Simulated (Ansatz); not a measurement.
**Several settings converged on a (110) slab of CsPbBr3 (cut from a parent of space group no. 221; 10 atoms in the cell)**

```yaml
crystal:
  lattice:
    - [5.84065, 0.00000, 0.00000]
    - [0.00000, 8.25993, 0.00000]
    - [0.00000, 0.00000, 20.19491]
  atoms:
    - { symbol: Cs, position: [0.00000, 0.68110, 0.44888] }
    - { symbol: Pb, position: [0.50000, 0.18110, 0.44888] }
    - { symbol: Br, position: [0.50000, 0.93110, 0.34662] }
    - { symbol: Br, position: [0.50000, 0.43110, 0.34662] }
    - { symbol: Br, position: [0.00000, 0.18110, 0.44888] }
    - { symbol: Cs, position: [0.00000, 0.18110, 0.65338] }
    - { symbol: Pb, position: [0.50000, 0.68110, 0.65338] }
    - { symbol: Br, position: [0.50000, 0.43110, 0.55112] }
    - { symbol: Br, position: [0.50000, 0.93110, 0.55112] }
    - { symbol: Br, position: [0.00000, 0.68110, 0.65338] }
```

Base method: LDA (PW92), default PAW files made with PBE (plane waves; Ansatz, a program for electronic structure).

Base settings: basis.ecutwfc = 420 eV; kpoints.mp_grid.grid = 2 2 1; hamiltonian.xc = lda; hamiltonian.pseudopotentials = {kind: paw} (the program's default PAW files); scf.occupations.method = fermi_dirac; scf.occupations.width = 0.01 eV.

The count of work is k-points × plane waves × bands × iterations; it is no time. Core times come from one kind of shared machine, to one figure; runs under 30 s give none.

**The vacuum**

The mesh stays at the base's, so the ladder's end is converged at best in this setting alone.

Only quantities that move along the ladder and can be compared are tabulated; the gap is left out on so coarse a mesh.

```tsv
vacuum between outermost atoms (Å)	free energy less the last step's (meV/atom)	largest difference of a force vector from the last step's (eV/Å)	count of work / last
3.0	-200.93	1.461	0.15
4.0	-127.25	0.865	0.19
5.0	-87.83	0.578	0.23
6.0	-66.19	0.422	0.23
7.0	-52.42	0.325	0.27
8.0	-42.73	0.259	0.29
10.0	-29.91	0.176	0.34
12.0	-21.89	0.126	0.38
14.0	-16.37	0.093	0.42
17.0	-10.72	0.060	0.53
20.0	-6.90	0.038	0.72
25.0	-2.67	0.015	0.86
30.0	0.00	0.000	1.0
```

Smallest vacuum between outermost atoms (Å) that holds the free energy within 5 meV/atom: not settled: the last two steps still differ by 2.7 meV/atom, over half the tolerance, so the ladder does not show it.

Smallest vacuum between outermost atoms (Å) that holds the forces within 0.02 eV/Å: not settled: the last two steps still differ by 0.015 eV/Å, over half the tolerance, so the ladder does not show it.

**The k-point mesh**

Only quantities that move along the ladder and can be compared are tabulated.

| kpoints.mp_grid.grid | free energy less the last step's (meV/atom) | largest difference of a force vector from the last step's (eV/Å) | gap on the mesh (eV) | count of work / last | core time / last (rough) |
|---|---|---|---|---|---|
| 1 1 1 | -238.43 | 0.241 | 0.720 | 0.033 | – |
| 2 1 1 | 85.47 | 0.200 | 0.682 | 0.067 | – |
| 2 2 1 | 43.23 | 0.152 | 0.676 | 0.13 | – |
| 3 2 1 | -7.15 | 0.044 | 0.679 | 0.13 | – |
| 4 3 1 | 2.03 | 0.019 | 0.599 | 0.20 | 0.2 |
| 5 4 1 | -0.51 | 0.008 | 0.633 | 0.30 | 0.2 |
| 6 4 1 | 0.16 | 0.003 | 0.592 | 0.40 | 0.4 |
| 7 5 1 | -0.04 | 0.001 | 0.616 | 0.40 | 0.5 |
| 8 6 1 | 0.02 | 0.001 | 0.591 | 0.67 | 0.7 |
| 9 7 1 | 0.00 | 0.000 | 0.608 | 0.67 | 0.7 |
| 11 8 1 | 0.00 | 0.000 | 0.604 | 1.0 | 1 |

Coarsest kpoints.mp_grid.grid that holds the free energy within 5 meV/atom of the last step, with all finer ones: 4 3 1, at 0.20 of the last step's count of work and about 0.2 of the last step's time; the step before is off by 7.1 meV/atom.

Coarsest kpoints.mp_grid.grid that holds the forces within 0.005 eV/Å of the last step, with all finer ones: 6 4 1, at 0.40 of the last step's count of work and about 0.4 of the last step's time; the step before is off by 0.008 eV/Å.

The gap on the mesh jumps up and down from mesh to mesh; it is no smooth measure of convergence.

On the base run: the starting cell has typed, rounded lattice constants, without a prior relaxation at this level. The slab is cut from that crystal, and its faces are unrelaxed. Its lattice was rescaled by up to half a per cent. Spin-orbit coupling is off. Spin polarisation is off, though cut faces can carry moments; a gap of a slab can lie between surface states. The two faces of this cut differ, and no dipole correction was used. In the base run, forces exceed 1 eV/Å. Another mesh or the band path of this cell gives a smaller gap, so this value is not converged in the mesh.

Keys are those of Ansatz 0.2.
